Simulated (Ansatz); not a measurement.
Na under a change: Na → H

The reference is Na in the bcc (W type) structure (space group Im-3m, No. 229; a = 4.2223 Å).

It is then changed as follows: H takes the place of Na on all its sites, then cell and atoms are relaxed.

Calculations: DFT with r2SCAN, PAW potentials and a 500 eV plane-wave cutoff in Ansatz (a program for electronic structure), without spin-orbit coupling, earlier PAW set. k-mesh 36×36×36 (Γ-centred); smearing 0.05 eV (Fermi–Dirac), for the changed cell.

```
quantity                                  base          changed      shift
-----------------------------  ---------------  ---------------  ---------
volume per atom                       37.64 Å³          2.93 Å³  -34.71 Å³
lattice parameter a                    4.222 Å          1.802 Å   -2.420 Å
space group                    Im-3m (No. 229)  Im-3m (No. 229)          –
shortest interatomic distance          3.657 Å          1.561 Å   -2.096 Å
band gap                                  zero             zero          –
```

Final structure:

```yaml
crystal:
  lattice:
    - [-0.90096, 0.90096, 0.90096]
    - [0.90096, -0.90096, 0.90096]
    - [0.90096, 0.90096, -0.90096]
  atoms:
    - { symbol: H, position: [0.00000, 0.00000, 0.00000] }
```

Cost of the whole job for the changed cell (relaxation, final SCF and bands): about 50 core-seconds (a rough figure).

Whether these cells are dynamically stable was not tested.
